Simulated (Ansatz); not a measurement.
Total g(r) from a molecular-dynamics run [in the run: one k-point, which a denser mesh shifts by 0.0 GPa in pressure and 0.09 eV/Å in forces]. Calculation: PBE (plane waves, PAW; Ansatz, a quantum-chemistry and plane-wave program).

(r (Å), g(r)): (1.02, 0.00); (1.14, 0.00); (1.26, 0.00); (1.38, 0.00); (1.50, 0.00); (1.62, 0.00); (1.74, 0.00); (1.86, 0.00); (1.98, 0.01); (2.10, 0.27); (2.22, 1.01); (2.34, 1.87); (2.46, 1.98); (2.58, 1.79); (2.70, 1.34); (2.82, 1.16); (2.94, 1.03); (3.06, 0.95); (3.18, 0.96); (3.30, 0.94); (3.42, 0.93); (3.54, 0.93); (3.66, 1.00); (3.78, 1.02); (3.90, 1.04); (4.02, 1.00); (4.14, 1.01); (4.26, 0.97); (4.38, 1.00); (4.50, 0.96); (4.62, 1.01); (4.74, 0.96); (4.86, 0.99); (4.98, 0.97); (5.10, 1.00); (5.22, 0.99); (5.34, 1.00)

Question: Which system gave this curve?
A) Mo (bcc), crystal, 287 K, 6.9 GPa
B) Si15P, liquid, 2135 K
C) GaN (zinc blende; a metastable form), crystal, 1242 K (so hot that an open crystal may lose its volatile element)
D) GaN (zinc blende; a metastable form), crystal, 282 K, 1.9 GPa

Answer: B, Si15P, liquid, 2135 K
